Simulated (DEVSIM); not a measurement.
Device: abrupt Si p-n junction, at 300 K.

```csv
layer (left to right),material,thickness (μm),Nd (cm⁻³),Na (cm⁻³),τn (s),τp (s)
1,Si,1.40,-,1.6e15,0.00011,0.00011
2,Si,0.0860,8.1e15,-,0.00011,0.00011
```

Left contact: ohmic. Right contact: ohmic. Voltage is applied to the left contact. Recombination: SRH at mid-gap, radiative. Mobility is constant in doping.

Constants are typed, rounded textbook-type inputs, not results; the design itself was drawn at random and stands for no fabricated device. Values at 300 K.

```
parameter           Si
-------------  -------
gap (eV)         1.124
affinity (eV)     4.05
permittivity      11.7
Nc (cm⁻³)      2.86e19
Nv (cm⁻³)       3.1e19
μn (cm²/Vs)       1417
μp (cm²/Vs)        470
B (cm³/s)      4.7e-15
```

DEVSIM, 1D drift-diffusion, Boltzmann statistics, complete ionisation; no tunnelling, impact ionisation, image-force lowering or self-heating.

Task: Tabulate band edges, carrier densities and field at zero bias.

Result: Energies count from the Fermi level of the right contact; mesh points crowd at the junctions.

```tsv
x (μm)	Ec (eV)	Ev (eV)	n (cm⁻³)	p (cm⁻³)	field (V/cm)
0.000	0.869	-0.255	73000	1.6e15	≈ 0
0.01202	0.869	-0.255	73000	1.6e15	≈ 0
0.03203	0.869	-0.255	73000	1.6e15	≈ 0
0.05951	0.869	-0.255	73000	1.6e15	≈ 0
0.1216	0.869	-0.255	73000	1.6e15	≈ 0
0.1923	0.869	-0.255	73000	1.6e15	≈ 0
0.3102	0.869	-0.255	73000	1.6e15	-24
0.5343	0.867	-0.257	79000	1.5e15	-210
0.8057	0.843	-0.281	200000	5.8e14	-2200
1.007	0.758	-0.366	5300000	2.2e13	-6500
1.143	0.646	-0.478	4.0e8	2.9e11	-9900
1.263	0.511	-0.613	7.5e10	1.6e9	-13000
1.320	0.434	-0.690	1.5e12	7.9e7	-14000
1.354	0.384	-0.740	1.0e13	1.1e7	-15000
1.384	0.337	-0.787	6.2e13	1900000	-16000
1.397	0.316	-0.808	1.4e14	820000	-16000
1.407	0.300	-0.824	2.6e14	440000	-15000
1.421	0.280	-0.844	5.6e14	210000	-14000
1.442	0.253	-0.871	1.6e15	73000	-11000
1.458	0.237	-0.887	3.0e15	39000	-10000
1.471	0.224	-0.900	4.9e15	24000	-9100
1.486	0.211	-0.913	8.1e15	14000	-8700
```
